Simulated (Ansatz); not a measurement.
How a calculation on SiW (Fm-3m, 2 atoms in the cell) responds to its settings

```xyz
2
Lattice="0.0000 2.7279 2.7279 2.7279 0.0000 2.7279 2.7279 2.7279 0.0000" Properties=species:S:1:pos:R:3 pbc="T T T"
Si     0.0000     0.0000     0.0000
W      2.7279     2.7279     2.7279
```

Base run A: PBE (Ansatz, a quantum-chemistry and plane-wave program), self-consistent single point.

Its settings: kpoints.mp_grid.grid = 8 8 8; hamiltonian.xc = pbe; hamiltonian.pseudopotentials = {kind: paw} (the program's default PAW files); scf.occupations.method = gaussian; scf.occupations.width = 0.01 Ry.

The starting cell was generated: these elements placed on a structure prototype, without a prior relaxation; it need not be a known phase or ordering of this composition. Spin polarisation is off. In the base run, with a pressure of about -27 GPa the cell is away from its equilibrium volume at this level. Ansatz's pressure includes its estimate of the finite-basis (Pulay) stress.

```
run                                  change  pressure (GPa)
---  --------------------------------------  --------------
A                                      base          -27.22
B    hamiltonian.xc: pbe → lda [LDA (PW92)]          -32.51
C     hamiltonian.xc: pbe → pbesol [PBEsol]          -30.61
D         hamiltonian.xc: pbe → rpbe [RPBE]          -25.46
E     hamiltonian.xc: pbe → revpbe [revPBE]          -25.94
F         hamiltonian.xc: pbe → blyp [BLYP]          -21.18
G     hamiltonian.xc: pbe → r2scan [r2SCAN]          -29.82
```

Run F against A: The pressure goes from -27.22 to -21.18 GPa.

Run D against A: The pressure goes from -27.22 to -25.46 GPa.

Run G against A: The pressure goes from -27.22 to -29.82 GPa.

Keys are those of Ansatz 0.2.
